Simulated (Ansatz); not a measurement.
**CdGa$_{2}$Te$_{4}$ (space group I-4, No. 82)**

```
CELL_PARAMETERS angstrom
     -3.05243     3.05243     5.89397
      3.05243    -3.05243     5.89397
      3.05243     3.05243    -5.89397
ATOMIC_POSITIONS crystal
  Cd 0.00000 0.00000 0.00000
  Ga 0.75000 0.25000 0.50000
  Ga 0.50000 0.50000 0.00000
  Te 0.38648 0.41911 0.52605
  Te 0.58089 0.10694 0.96737
  Te 0.89306 0.86043 0.47395
  Te 0.13957 0.61352 0.03263
```

Level of theory: PBEsol/PAW in Ansatz (a quantum-chemistry and plane-wave program), no SOC. Settings: 8×8×8 k-points, 0.05 eV Fermi–Dirac smearing.

```json
{
  "volume_per_atom": "31.38 Å³",
  "density": "5.76 g/cm³",
  "band_gap": "1.13 eV, direct at Γ",
  "electron_mass": "0.19 mₑ along c, 0.091 mₑ across",
  "Lowest conduction-band minima above the VBM": "Γ 1.13 eV; M (1/2, 1/2, 1/2) 1.14 eV; X (0, 0, 1/2) 1.25 eV",
  "total_energy": "-6182.685 eV/atom (σ→0; compares only within this code and set-up)"
}
```

Spin-orbit coupling, missing from the scalar runs, can matter with Te. Masses are band curvatures over ±0.01 Å⁻¹ around the edge. Stability against distortions was not tested.
